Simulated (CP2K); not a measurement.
Worked example: self-consistent single point of the (111) slab of Ca (cut from a parent of space group no. 225; 2 atoms in the cell) in CP2K.

Method: CP2K with PBEsol, GPW, DZVP-MOLOPT-SR-GTH basis, GTH-PBE potentials (GTH_POTENTIALS).

```xyz
2
Lattice="3.9575 0.0000 0.0000 1.9787 3.4273 0.0000 0.0000 0.0000 17.2313" Properties=species:S:1:pos:R:3 pbc="T T T"
Ca     0.0000     0.0000     7.0000
Ca     1.9787     1.1424    10.2313
```

Reference input (self-consistent single point, DFT PBEsol, GPW, DZVP-MOLOPT-SR-GTH basis, GTH-PBE potentials (GTH_POTENTIALS)): CUTOFF = 500 Ry; REL_CUTOFF = 60 Ry; SMEAR/METHOD = GAUSSIAN; SIGMA = 0.1 eV; KPOINTS/SCHEME = MONKHORST-PACK 5 5 1; XC_FUNCTIONAL = PBE:PBESOL; Ca/BASIS_SET = DZVP-MOLOPT-SR-GTH-q10; Ca/POTENTIAL = GTH-PBE-q10; METHOD = GPW; EPS_DEFAULT = 1e-10; NGRIDS = 5; SCF_GUESS = ATOMIC. This run's input differs from it in these lines:

```diff
@@ -40,3 +40,4 @@
     &KPOINTS
-      SCHEME MONKHORST-PACK 5 5 1
+      SCHEME MONKHORST-PACK 18 18 1
+      GAMMA_CENTERED T
     &END KPOINTS
```

The program printed (abridged):

```
 SCF WAVEFUNCTION OPTIMIZATION

  Step     Update method      Time    Convergence         Total energy    Change
     1 NoMix/Diag. 0.20E+00      -     1.48386819       -73.3829392889 -7.34E+01
     2 Broy./Diag. 0.20E+00      -     0.00922902       -72.9136075324  4.69E-01
     3 Broy./Diag. 0.20E+00      -     0.07457463       -73.1534096806 -2.40E-01
     4 Broy./Diag. 0.20E+00      -     0.01820013       -73.2999792625 -1.47E-01
     5 Broy./Diag. 0.20E+00      -     0.01065175       -73.2195581250  8.04E-02
     6 Broy./Diag. 0.20E+00      -     0.00124088       -73.2192637020  2.94E-04
   [... 12 lines left out ...]
    19 Broy./Diag. 0.20E+00      -     0.00001009       -73.2511804726 -1.29E-04
    20 Broy./Diag. 0.20E+00      -     0.00001042       -73.2511361667  4.43E-05
    21 Broy./Diag. 0.20E+00      -     0.00000382       -73.2510922720  4.39E-05
    22 Broy./Diag. 0.20E+00      -     0.00000072       -73.2510878419  4.43E-06
  *** SCF run converged in    22 steps ***

  Overlap energy of the core charge distribution:               0.00000000000000
  Self energy of the core charge distribution:               -144.66399578147599
  Core Hamiltonian energy:                                     33.56812627011139
  Hartree energy:                                              47.80594319562248
  Exchange-correlation energy:                                 -9.96059315865914
  Smearing free energy correction:                             -0.00056836850174
  Fermi energy:                                                -0.00105075114013

  Total energy:                                               -73.25108784191151
  Total energy (extrapolated to sigma->0):                    -73.25080365766064

                     Mulliken Population Analysis

   [... lines left out ...]

 STRESS| Analytical stress tensor [bar]
 STRESS|                        x                   y                   z
 STRESS|      x       -1.68310244568E+03   1.16155734412E-02   1.19349202630E-02
 STRESS|      y        1.16155734412E-02  -1.68277745263E+03   3.21989614315E-03
 STRESS|      z        1.19349202630E-02   3.21989614315E-03  -3.77704872618E+03
 STRESS| 1/3 Trace                                            -2.38097620816E+03
```

The run converged in 22 iterations. Against the reference run the free energy rises by 15.4 meV/atom and the largest force goes from 0.259 to 0.170 eV/Å.

The starting cell has typed, rounded lattice constants, without a prior relaxation at this level. The slab is cut from that crystal, and its faces are unrelaxed. Its lattice was rescaled by up to half a per cent. Values carry the incompleteness of an atom-centred basis. The potentials were made for another functional than the one used.

Cost on one core of a shared machine: roughly 30 s.
